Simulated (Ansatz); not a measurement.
For Ti in space group P6/mmm (No. 191) at 250 K, the quasi-harmonic free energy with Ansatz (an electronic-structure program), PBEsol functional, plane-wave PAW gives a volume expansion coefficient α_V = 22.04 × 10⁻⁶ K⁻¹, an isothermal bulk modulus B_T = 115.8 GPa, a molar volume V_m = 9.986 cm³/mol and C_V = 23.01 J/(mol K). The cell is a database entry relaxed within its symmetry; it need not be the phase found at ambient conditions.

Task: Work out the Grüneisen parameter, C_P and the adiabatic bulk modulus.

Result: γ = α_V B_T V_m / C_V = 1.11. C_P − C_V = α_V² B_T V_m T = 0.14 J/(mol K), so C_P = 23.15 J/(mol K). B_S = B_T C_P/C_V = B_T (1 + α_V γ T) = 116.5 GPa.

The PAW data sets were generated under PBE and serve the other functionals too.
